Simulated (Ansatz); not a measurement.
**A self-consistent single point of Lu3GaC (P4mm, 5 atoms in the cell) with Ansatz (an electronic-structure program)**

Method of the run: LDA (PW92), default PAW files made with PBE (plane waves; Ansatz).

This input was run:

Ansatz 0.2 input:
```yaml
crystal:
  lattice:
    - [4.699807, 0.000000, 0.000000]
    - [0.000000, 4.699807, 0.000000]
    - [0.000000, 0.000000, 4.699807]
  atoms:
    - { symbol: Lu, position_ang: [2.399905, 0.000000, 0.000000] }
    - { symbol: Lu, position_ang: [0.000000, 2.349903, 0.000000] }
    - { symbol: Lu, position_ang: [0.000000, 0.000000, 2.349903] }
    - { symbol: Ga, position_ang: [2.349903, 2.349903, 2.349903] }
    - { symbol: C, position_ang: [0.000000, 0.000000, 0.000000] }
basis:
  ecutwfc: 420.0 eV
kpoints:
  mp_grid: { grid: [7, 7, 7] }
hamiltonian:
  xc: lda
  pseudopotentials: { kind: paw }
scf:
  occupations: { method: fermi_dirac, width: 0.1 eV }
output:
  forces: true
  eigenvalues: true
  stress: true
```

Log, with long lists cut:

```
WARN ansatz: RAYON_NUM_THREADS=1 ignored (pool sized by the plan → 1); use --threads N
Pseudopotentials: kind: paw
Pseudopotential: Lu, paw, valence charge 25
Pseudopotential: Ga, paw, valence charge 13
Pseudopotential: C, paw, valence charge 4
Crystal: 5 atoms, lattice volume = 103.810 Å³
Basis set: ecut = 420 eV, 2007 PW (Γ)
Bands: 56, of which v1, the nominal top of the filled ones, is band 46 counted from 1 (45 counted from 0)
Symmetry: 8 space group operations
Space group: P4mm (ITA 99), of the structure as read, at distance tolerance 4.7e-5 Å
k-points: 40 of 343 (time reversal used)
PAW frozen core: Lu, regenerated for the run's functional, and the local potential with it
PAW frozen core: Ga, regenerated for the run's functional, and the local potential with it
PAW frozen core: C, regenerated for the run's functional, and the local potential with it
Initial density: superposition of atomic densities (neutral atoms: chi_scale 0, normalization atom), corrected by the library's trained network
Initial wavefunctions: pseudopotential atomic-orbital guess
Eigensolver: davidson
Functional: x = slater, c = lda
SCF iter   1: F=—  HF=-47431.567067 eV  |F-HF|=—  |Δ(HF+E_count)|=         —  Δρ=6.42e-3  dr2=6.00e-2  ethr=1.77e-3  ⟨swp⟩=7.0  Hψ=9610  notcnv=0  defer=4
all-band conjugate gradients solve this SCF's bands
preconditioner: auto → Kerker (q_TF=auto, 2.674 Å⁻¹)
SCF iter   2: F=—  HF=-47431.547225 eV  |F-HF|=—  |Δ(HF+E_count)|=   1.98e-2  Δρ=2.86e-3  dr2=1.09e-2  ethr=6.52e-5  ⟨swp⟩=2.7  Hψ=4980  notcnv=0  defer=28
SCF iter   3: F=—  HF=-47431.546054 eV  |F-HF|=—  |Δ(HF+E_count)|=   1.17e-3  Δρ=1.67e-3  dr2=2.87e-3  ethr=1.18e-5  ⟨swp⟩=2.6  Hψ=4486  notcnv=0  defer=28
SCF iter   4: F=—  HF=-47431.545117 eV  |F-HF|=—  |Δ(HF+E_count)|=   9.37e-4  Δρ=9.00e-4  dr2=1.06e-3  ethr=3.12e-6  ⟨swp⟩=2.9  Hψ=5046  notcnv=0  defer=28
SCF iter   5: F=—  HF=-47431.544830 eV  |F-HF|=—  |Δ(HF+E_count)|=   2.87e-4  Δρ=2.47e-4  dr2=1.40e-4  ethr=1.15e-6  ⟨swp⟩=2.0  Hψ=3624  notcnv=0  defer=28
SCF iter   6: F=—  HF=-47431.544798 eV  |F-HF|=—  |Δ(HF+E_count)|=   3.12e-5  Δρ=1.32e-4  dr2=1.39e-5  ethr=1.52e-7  ⟨swp⟩=2.0  Hψ=4315  notcnv=0  defer=29
SCF iter   7: F=—  HF=-47431.544795 eV  |F-HF|=—  |Δ(HF+E_count)|=   3.34e-6  Δρ=3.91e-5  dr2=1.62e-6  ethr=1.51e-8  ⟨swp⟩=2.1  Hψ=4064  notcnv=0  defer=29
SCF iter   8: F=—  HF=-47431.544794 eV  |F-HF|=—  |Δ(HF+E_count)|=   8.13e-7  Δρ=3.01e-5  dr2=7.87e-7  ethr=1.76e-9  ⟨swp⟩=3.0  Hψ=5649  notcnv=0  defer=29
SCF iter   9: F=—  HF=-47431.544794 eV  |F-HF|=—  |Δ(HF+E_count)|=   6.27e-7  Δρ=1.39e-5  dr2=2.27e-7  ethr=8.55e-10  ⟨swp⟩=3.0  Hψ=4917  notcnv=0  defer=28
SCF iter  10: F=—  HF=-47431.544794 eV  |F-HF|=—  |Δ(HF+E_count)|=   1.23e-8  Δρ=8.72e-6  dr2=9.44e-8  ethr=1.09e-10  ⟨swp⟩=13.7  Hψ=14266  notcnv=0
SCF iter  11: F=-47431.544793 eV  HF=-47431.544793 eV  |F-HF|=1.63e-8  |Δ(HF+E_count)|=   5.45e-8  Δρ=3.25e-6  dr2=1.70e-8  ethr=1.03e-10  ⟨swp⟩=6.5  Hψ=11183  notcnv=0
SCF 1 converged in 11 iterations: F = -47431.544793 eV  dr2 = 1.70e-8
SCF converged after 11 iterations
Free energy (F): -47431.544793 eV
Harris-Foulkes:  -47431.544793 eV  (|F-HF|=1.63e-8)
Internal energy: -47431.504667 eV  (E = F + TS)
E sigma→0 (E₀):  -47431.524730 eV
Entropy (-TS):   -0.040126 eV (-8.025 meV/atom)
Fermi energy:    13.225470 eV
--- Per-component energies (eV) ---
  E_band       = 36.762358
  E_kinetic    = 1465.837035
  E_local      = -22009.183177  (includes V_loc(G=0)·N_el)
  E_nonlocal   = 2213.821722
  E_hartree    = 9322.907674
  E_xc         = -767.135449
  E_vxc        = -893.483446  (∫ρ·V_xc dr)
  E_paw        = -23412.199526  (= ΣΔE_a)
  E_vpaw       = 613.940957  (= ΣTr[D̂ρ^β])
  E_aug_tail   = -0.000034  (compensation charges beyond the density's cutoff)
  E_ewald      = -14254.300130
  E_core_change = 8.747217  (= ΣΔE_core)
  E_smearing   = -0.040126  (= −TS)
  E_closure    = -0.000000  (closes the sum)
  Σ components = -47431.544793   (vs F -47431.544793, Δ=0.00e0)
--- Forces (eV/Å), atoms counted from 1 ---
  atom   1  Lu    -0.54942330     0.00000000     0.00000000
  atom   2  Lu     0.17075560     0.00000000     0.00000000
  atom   3  Lu     0.17075560    -0.00000000     0.00000000
  atom   4  Ga     0.04021625     0.00000000     0.00000000
  atom   5  C      0.16769169    -0.00000000     0.00000000
  max |Σ_I F_I| component: 4.16e-6 eV/Å
--- Stress (GPa, compression-positive) ---
       -5.671062      -0.000000       0.000000
       -0.000000      -5.832041       0.000000
        0.000000       0.000000      -5.832041
  P = ⅓ Tr σ = -5.7784 GPa (-57.784 kbar)
  The stress holds the Pulay correction. Without it, at fixed plane waves, as pw.x and ABINIT print it: P = -5.8795 GPa
--- Band table (eV; the first three rows and the last of 40) ---
  k-point 0: bands = ["-42.3721", "-42.3219", "-42.3166", "-13.3429", "-13.3427", "-13.3427", "-13.0757", "-13.0719", "-13.0719", "-12.8048", "-12.8048", "-12.8038", "-0.5477", "-0.5477", "-0.5477", "-0.5441", "-0.5440", "2.7993", "6.7052", [...]
  k-point 1: bands = ["-42.3698", "-42.3238", "-42.3171", "-13.3292", "-13.3285", "-13.3224", "-13.0828", "-13.0768", "-13.0711", "-12.8359", "-12.8151", "-12.8117", "-0.5476", "-0.5470", "-0.5470", "-0.5433", "-0.5427", "2.9348", "6.8167", [...]
  k-point 2: bands = ["-42.3634", "-42.3297", "-42.3175", "-13.2928", "-13.2912", "-13.2660", "-13.0990", "-13.0925", "-13.0729", "-12.9121", "-12.8388", "-12.8352", "-0.5474", "-0.5454", "-0.5453", "-0.5417", "-0.5397", "3.2730", "7.0934", [...]
  k-point 39: bands = ["-42.3403", "-42.3383", "-42.3316", "-13.5115", "-13.3256", "-13.3225", "-13.3217", "-12.9243", "-12.9210", "-12.9176", "-12.7490", "-12.7444", "-0.5500", "-0.5499", "-0.5499", "-0.5339", "-0.5337", "5.1405", "7.8894", [...]
```

The run converged in 11 iterations.

The starting cell comes from a database of computed structures (which also holds hypothetical and non-ambient phases and stackings), without a prior relaxation at this level. Its lattice was rescaled by up to half a per cent. One atom was moved a little off its site on purpose. Spin-orbit coupling is off. With a pressure of about -6 GPa the cell is away from its equilibrium volume at this level. Ansatz's pressure includes its estimate of the finite-basis (Pulay) stress.

Cost on one core of a shared machine: roughly 40 s.
